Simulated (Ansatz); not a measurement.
## A computed series for hypothetical P6_3/mmc SiS2: pressure series

Base system: SiS$_{2}$ in the 2H-MoS2 type structure (space group P6_3/mmc, No. 194; a = 3.1791 Å, c = 11.3163 Å; a hypothetical phase, not in the database extracts checked; layered, stacked along the Cartesian z axis).

Cell and atoms are relaxed at each pressure.

Method: PBEsol-D3(BJ)/PAW in Ansatz (a program for electronic structure), no spin-orbit coupling, earlier PAW set.

Notes on the quantities. enthalpy: H = E + PV relative to the base's energy.

| variant | volume per atom | enthalpy |
|---|---|---|
| base | 16.51 Å³ | – |
| pressure −2 GPa | 17.35 Å³ | -0.21 eV/atom |
| pressure −1 GPa | 16.86 Å³ | -0.10 eV/atom |
| pressure 1.8 GPa | [?] | +0.18 eV/atom |
| pressure 4.2 GPa | [?] | +0.42 eV/atom |
| pressure 9 GPa | 14.63 Å³ | +0.87 eV/atom |
| pressure 18 GPa | 13.63 Å³ | +1.66 eV/atom |
| pressure 30 GPa | 12.60 Å³ | +2.64 eV/atom |
| pressure 45 GPa | 11.73 Å³ | +3.78 eV/atom |
| pressure 60 GPa | 11.05 Å³ | +4.84 eV/atom |

### Question
Fill in the withheld entries from the trend.

### Answer

- pressure 1.8 GPa, volume per atom: 16.01 Å³
- pressure 4.2 GPa, volume per atom: 15.36 Å³

Load acts through the strain it causes; cell and atoms are relaxed under it. Stability against distortions was not tested. No other phases were tried under pressure. The final runs are not spin-polarised.
